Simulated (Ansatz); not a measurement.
Mo (Im-3m), PBEsol, DFPT electron-phonon coupling, linearised Boltzmann equation (Ansatz, a first-principles code): Condition of this run: hydrostatic pressure 30 GPa (the target of the relaxation). phonon-limited resistivity 3.94 μΩ·cm at 300 K, 5.53 μΩ·cm at 400 K, current-weighted mean free path 14.8 nm, Drude plasma energy 9.83 eV.

**Question.** What temperature coefficient of resistance follows, and how does it compare with 1/T?

**Answer.** (ρ₄₀₀ − ρ₃₀₀)/(100 K × ρ₃₀₀) = 4.04×10⁻³ K⁻¹, against 1/T = 3.33×10⁻³ K⁻¹ for a resistivity proportional to T. It lies higher because phonons are still being populated at 300 K; impurities would add a constant and lower it.

**Question.** Estimate the electronic thermal conductivity at 300 K by the Wiedemann-Franz law (L₀ = 2.44×10⁻⁸ W·Ω/K²).

**Answer.** L₀T/ρ = 2.44×10⁻⁸ × 300/(3.94×10⁻⁸) = 186 W/(m·K). Inelastic scattering puts the true Lorenz number somewhat under L₀ near and below the Debye temperature.

**Question.** What is the classical skin depth at 1 GHz (nonmagnetic, μ₀ = 1.257×10⁻⁶ H/m)?

**Answer.** δ = √(ρ/(π f μ₀)) = 3160 nm.

A metal at this level (no band gap). Only scattering by harmonic phonons is included (no impurities, grain boundaries, electron-electron scattering or thermal expansion). Spin-orbit coupling is left out. The squared frequency of the phonon mode least converged on the k mesh is uncertain by about 36 %. The run warned that the eigensolver left some states short of its tolerance. Halving the electron mesh (40x40x40) moves the resistivity by up to 4 % at 300 K, the mean free path by up to 5 %. Smearing 0.20 eV; phonons on a 6x6x6 q mesh, which this run doesn't test.
